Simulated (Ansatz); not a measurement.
A set of cells, compared by their band gap.

Cell A: ZnSe (zinc blende, F-43m), 2 atoms in the cell, k-point mesh 10×10×10 on the run's own vectors.
```cif
data_Se4Zn4
_chemical_formula_sum 'Zn4 Se4'
_space_group_name_H-M_alt 'F-43m'
_space_group_IT_number 216
_space_group_name_Hall 'F -4 2 3'
_cell_length_a 5.73181
_cell_length_b 5.73181
_cell_length_c 5.73181
_cell_angle_alpha 90.000
_cell_angle_beta 90.000
_cell_angle_gamma 90.000
loop_
_atom_site_label
_atom_site_type_symbol
_atom_site_symmetry_multiplicity
_atom_site_Wyckoff_symbol
_atom_site_fract_x
_atom_site_fract_y
_atom_site_fract_z
_atom_site_occupancy
Zn1 Zn 4 a 0.00000 0.00000 0.00000 1
Se1 Se 4 c 0.25000 0.25000 0.25000 1
```
(The calculation used a cell of 2 atoms; values per cell refer to that cell.)

Cell B: GaN (wurtzite, P6₃mc), 4 atoms in the cell, k-point mesh 12×12×8 on the run's own vectors.
GaN has the hexagonal space group P6₃mc (No. 186), the wurtzite structure, Pearson symbol hP4. Lattice parameters: a = b = 3.2186 Å, c = 5.2435 Å, α = β = 90.00°, γ = 120.00°. Ga on 2b has 4 N at 1.967–1.976 Å (tetrahedral). N on 2b is surrounded by 4 Ga at 1.967–1.976 Å (tetrahedral). (Neighbours: up to the widest gap in distance over summed covalent radii, below 1.35, at either atom; cation-cation and far metal-metal contacts left out.)

Computed with Ansatz (plane waves, PAW), its PAW set soft_1, cutoff 420 eV, 500 eV for r2SCAN. The structures are at rest with PBE; other levels are single points on them. HSE06 runs on coarser k-point meshes, which give the PBE gaps of the finer ones within 0.03 eV. Neutral cells; Fermi-Dirac smearing of at most 0.05 eV in the solids, energies taken to zero width. The lattices are those relaxed with PBE, so at other levels the solids can be strained, which adds to the spread. Spin-orbit coupling is left out. A dispersion term ran beside these levels; it doesn't touch the electrons. Gaps are highest filled to lowest empty Kohn-Sham level on the run's k-point mesh, states of defects and surfaces included; edges off the mesh make the true gap smaller, and under 0.08 eV counts as none.

### Question
What does PBE give for the band gap of each cell (eV)?

### Answer
```csv
cell,PBE
A,1.15 (direct)
B,1.71 (direct)
```

With PBE the value of B exceeds that of A by 0.56 eV.

### Question
How do the other levels compare?

### Answer
```tsv
cell	r2SCAN	HSE06
A	1.72 (direct)	2.26
B	2.12 (direct)	2.94
```

With r2SCAN the value of B exceeds that of A by 0.4 eV. With HSE06 the value of B exceeds that of A by 0.68 eV.

Ansatz is a program for electronic structure.
